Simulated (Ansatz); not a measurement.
**Pressure series in NiSi**

The parent structure is NiSi (space group Pnma, No. 62; a = 5.190 Å, b = 3.350 Å, c = 5.624 Å; non-magnetic).

Cell and atoms are relaxed at each pressure.

Calculations: Ansatz (a first-principles code), PBE, PAW, cutoff 420 eV, no spin-orbit coupling.

```
pressure (GPa)  volume per atom (Å³/atom)
--------------  -------------------------
-1                                 12.299
0                                  12.224
0.3                                12.202
0.7                                12.173
1.5                                12.116
3                                       ?
5                                  11.884
7.5                                11.732
10                                 11.589
```

Problem. Fit the third-order Birch–Murnaghan form P(V) = (3B₀/2)[(V₀/V)^(7/3) − (V₀/V)^(5/3)]·[1 + (3/4)(B₀′ − 4)((V₀/V)^(2/3) − 1)] (squares taken in P) to the rows shown and predict the withheld row.

Solution. Least squares on the printed values gives V₀ = 12.224 Å³/atom, B₀ = 166 GPa, B₀′ = 4.5; this predicts 12.014 Å³/atom, and the run gives 12.013 Å³/atom, in agreement.

Load acts through the strain it causes; cell and atoms are relaxed under it. Whether these cells are dynamically stable was not tested. No other phases were tried under pressure. Seeded moments were not kept for the base. All final runs are without spin polarisation.
